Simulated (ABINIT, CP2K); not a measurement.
An ABINIT input for a self-consistent single point of AlAg2 (Cmcm, 6 atoms in the cell) (DFT, PBEsol, plane waves, norm-conserving pseudopotentials (PseudoDojo nc-sr-04 PBEsol standard)):

```
# AlAg2, PseudoDojo nc-sr-04 PBEsol standard
pp_dirpath "./"
pseudos "Al.upf, Ag.upf"
acell 5.0360947717 5.0360947717 4.6114520000 Angstrom
rprim
         0.8698309302   -0.4933499294    0.0000000000
         0.8698309302    0.4933499294    0.0000000000
         0.0000000000    0.0000000000    1.0000000000
natom 6
ntypat 2
znucl 13 47
typat 1 1 2 2 2 2
xred
         0.8224700000    0.1775300000    0.7500000000
         0.1775300000    0.8224700000    0.2500000000
         0.4756600000    0.8463400000    0.7500000000
         0.5243400000    0.1536600000    0.2500000000
         0.8463400000    0.4756600000    0.2500000000
         0.1536600000    0.5243400000    0.7500000000
ecut 41 Ha
occopt 3
tsmear 0.1 eV
nband 52
kptopt 1
ngkpt 6 6 5
nshiftk 1
shiftk 0 0 0
nstep 60
toldfe 1.0e-09
prtwf 0
prtden 0
prtvol 1
enunit 1
```

**Question.** Write the same calculation as an input for CP2K.

**Answer.** This is the input that was run; spellings and numerical settings could be chosen otherwise.

```
&GLOBAL
  PROJECT calc
  RUN_TYPE ENERGY_FORCE
  PRINT_LEVEL LOW
&END GLOBAL
&FORCE_EVAL
  METHOD Quickstep
  STRESS_TENSOR ANALYTICAL
  &DFT
    BASIS_SET_FILE_NAME BASIS_MOLOPT
    POTENTIAL_FILE_NAME GTH_POTENTIALS
    &QS
      METHOD GPW
      EPS_DEFAULT 1E-11
    &END QS
    &MGRID
      CUTOFF 500
      REL_CUTOFF 50
      NGRIDS 5
    &END MGRID
    &SCF
      SCF_GUESS ATOMIC
      EPS_SCF 1E-6
      MAX_SCF 100
      ADDED_MOS 9
      &DIAGONALIZATION
        ALGORITHM STANDARD
      &END DIAGONALIZATION
      &MIXING
        METHOD BROYDEN_MIXING
        ALPHA 0.3
        NBUFFER 12
        BETA 1.5
      &END MIXING
      &SMEAR ON
        METHOD FERMI_DIRAC
        ELECTRONIC_TEMPERATURE [K] 1160.45
      &END SMEAR
    &END SCF
    &KPOINTS
      SCHEME MONKHORST-PACK 6 6 5
      GAMMA_CENTERED T
    &END KPOINTS
    &XC
      &XC_FUNCTIONAL
        &PBE
          PARAMETRIZATION PBESOL
        &END PBE
      &END XC_FUNCTIONAL
    &END XC
    &PRINT
      &MO
        EIGENVALUES T
        OCCUPATION_NUMBERS T
        NDIGITS 8
        FILENAME mo
        &EACH
          QS_SCF 0
        &END EACH
        ADD_LAST NUMERIC
      &END MO
      &MULLIKEN OFF
      &END MULLIKEN
    &END PRINT
  &END DFT
  &SUBSYS
    &CELL
      A 5.03609500 0.00000000 0.00000000
      B 2.58458300 4.32228900 0.00000000
      C 0.00000000 0.00000000 4.61145200
      PERIODIC XYZ
    &END CELL
    &COORD
      Al       4.60087807     0.76733597     3.45858900
      Al       3.01979993     3.55495303     1.15286300
      Ag       4.58290492     3.65812607     3.45858900
      Ag       3.03777308     0.66416293     1.15286300
      Ag       5.49163139     2.05593999     1.15286300
      Ag       2.12904661     2.26634901     3.45858900
    &END COORD
    &KIND Al
      BASIS_SET DZVP-MOLOPT-SR-GTH
      POTENTIAL GTH-PBE-q3
    &END KIND
    &KIND Ag
      BASIS_SET DZVP-MOLOPT-SR-GTH
      POTENTIAL GTH-PBE-q11
    &END KIND
  &END SUBSYS
  &PRINT
    &FORCES ON
    &END FORCES
    &STRESS_TENSOR ON
    &END STRESS_TENSOR
  &END PRINT
&END FORCE_EVAL
```

Basis, cutoffs, solver keys and any potentials are the target program's own. This input uses DFT PBEsol, GPW, DZVP-MOLOPT-SR-GTH basis, GTH-PBE potentials (GTH_POTENTIALS).

The starting cell comes from a database of computed structures (which also holds hypothetical and non-ambient phases and stackings), without a prior relaxation at this level. Its lattice was rescaled by a random factor within 2.5 % of one.
